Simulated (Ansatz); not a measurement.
For GeRh (Pnma, No. 62), PBEsol (plane waves, PAW; Ansatz, an electronic-structure program) gives:

bulk modulus B0: 164 GPa
cohesive energy: 6.00 eV/atom

**Question.** What does r²SCAN in Ansatz (PAW) give for the same quantities?

**Answer.** 
- bulk modulus: 159 GPa (shrinks by 3.0 %)
- cohesive energy: 5.21 eV/atom (drops by 0.79 eV/atom)

Changes are worked out from the printed values.

Unless a cell is named, each level is at its own relaxed cell (PBEsol 14.84, r²SCAN 15.10 Å³/atom).

The crystal itself was run without spin with PBEsol, r²SCAN; a magnetic state was not tried in these runs.

Caveats: the bulk modulus is −V dP/dV from two relaxed cells at ±2 % in volume (PBEsol, r²SCAN). Ansatz's density-functional and Hartree–Fock values are scalar-relativistic unless marked +SOC, with PAW data made under PBE.
